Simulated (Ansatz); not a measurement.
Amorphous cells of 8 compositions: the gap between the highest filled and lowest empty level at the zone centre, by PBE and by a single point of r2SCAN on the same geometry (PBE, scalar-relativistic without spin-orbit coupling (plane waves to 420 eV, PAW; Ansatz, an electronic-structure program); r2SCAN at 500 eV). The networks come from melt-quench runs on the CHGNet potential at compositions and starting densities chosen by hand, with anions pushed apart in the CHGNet dynamics, and DFT then relaxed them. The cells are small and were quenched far faster than real films, so single cells scatter. Defect or tail levels can set these gaps. The rows are the first to finish with both values and no moments.

| cell | PBE gap x (eV) | r2SCAN gap y (eV) |
|---|---|---|
| A (Ga24O38Sn, 5.06 g/cm3) | 1.31 | 1.84 |
| B (Ga24O39In2, 5.05 g/cm3) | 1.31 | 1.83 |
| C (Ga24O39Mo, 4.89 g/cm3) | 1.36 | 1.57 |
| D (Ga24O39Al2, 4.86 g/cm3) | 1.65 | 2.18 |
| E (Ga24O39Y2, 5.01 g/cm3) | 1.77 | 2.30 |
| F (Ga24O39Lu2, 5.38 g/cm3) | 1.81 | 2.33 |
| G (Ga24O39B2, 4.76 g/cm3) | 1.81 | withheld |
| H (Ga24O39La2, 5.16 g/cm3) | 1.98 | 2.46 |

Task: Fit a straight line through the 7 full rows and predict the withheld value for G (Ga24O39B2, 4.76 g/cm3).

Result: Means: x = 1.599, y = 2.073. Slope = Σ(Δx Δy) / Σ(Δx²) = 0.5037 / 0.4457 = 1.13; the r.m.s. residual is 0.104. Prediction: 2.073 + 1.13 × (1.81 − 1.599) = 2.31. The run gave 2.36, 0.05 above the line.
